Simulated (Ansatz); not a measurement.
# NiAs-type NiSb

All values below come from PBE-D4 in Ansatz (plane waves, PAW).

Settings: plane-wave cutoff 500 eV, 12×12×8 k mesh (along the axes of the cell as run), Fermi–Dirac smearing 0.05 eV, no spin polarisation, scalar-relativistic PAW data made under PBE.

Cell (relaxed at this level):

```
NiSb
1.0
    1.96168    -3.39774     0.00000
    1.96168     3.39774     0.00000
    0.00000     0.00000     5.10746
Ni Sb
2 2
Direct
  0.00000   0.00000   0.50000
  0.00000   0.00000   0.00000
  0.33333   0.66667   0.25000
  0.66667   0.33333   0.75000
```

For NiAs-type NiSb, the equilibrium volume per atom comes out as 17.02 Å³/atom and the equilibrium lattice constant a is 3.923 Å. The lattice parameter c is 5.107 Å.

Measured, for comparison: lattice constant a 3.946 Å, lattice parameter c 5.148 Å (temperature not stated, not corrected to a static lattice; as tabulated in Wikipedia's data pages). Computed (rounded) less measured: lattice constant a -0.6 %, lattice parameter c -0.8 %. A static lattice is as a rule a little smaller and stiffer than an uncorrected measurement, which narrows the difference in the lattice constant a, lattice parameter c and would widen misses of the other sign.

Spin–orbit coupling is not included.

Static lattice: no zero-point or thermal effects.

Ansatz is an electronic-structure program.
